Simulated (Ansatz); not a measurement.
# GaAs: pressure series

Consider GaAs in the zinc blende structure (space group F-43m, No. 216).

```
GaAs
1.0
    0.00000     2.83335     2.83335
    2.83335     0.00000     2.83335
    2.83335     2.83335     0.00000
Ga As
1 1
Direct
  0.00000   0.00000   0.00000
  0.25000   0.25000   0.25000
```

Cell and atoms are relaxed at each pressure.

Method: DFT with r2SCAN, PAW potentials and a 500 eV plane-wave cutoff in Ansatz (a quantum-chemistry and plane-wave program), spin-orbit coupling left out.

Two rows of this table had their results exchanged by mistake.

| pressure | volume per atom (Å³) | shortest distance (Å) | band gap |
|---|---|---|---|
| pressure −2 GPa | 23.43 | 2.478 | 0.73 eV |
| pressure −1 GPa | 23.07 | 2.465 | 0.85 eV |
| pressure 0.9 GPa | 22.47 | 2.444 | 1.06 eV |
| pressure 2.1 GPa | 22.13 | 2.432 | 1.18 eV |
| pressure 4.5 GPa | 17.87 | 2.264 | 1.23 eV |
| pressure 9 GPa | 20.60 | 2.374 | 1.56 eV |
| pressure 15 GPa | 19.61 | 2.336 | 1.46 eV |
| pressure 22.5 GPa | 18.65 | 2.297 | 1.34 eV |
| pressure 30 GPa | 21.53 | 2.409 | 1.41 eV |

Which two?

The rows for pressure 4.5 GPa and pressure 30 GPa: the volume has to fall steadily with pressure, so 21.53 Å³ belongs to pressure 4.5 GPa and 17.87 Å³ to pressure 30 GPa.

Load acts through the strain it causes; cell and atoms are relaxed under it. Stability against distortions was not tested. Measured, GaAs leaves this structure (for a Cmcm phase) near 15 GPa (room temperature; as listed in arXiv:1906.07825).
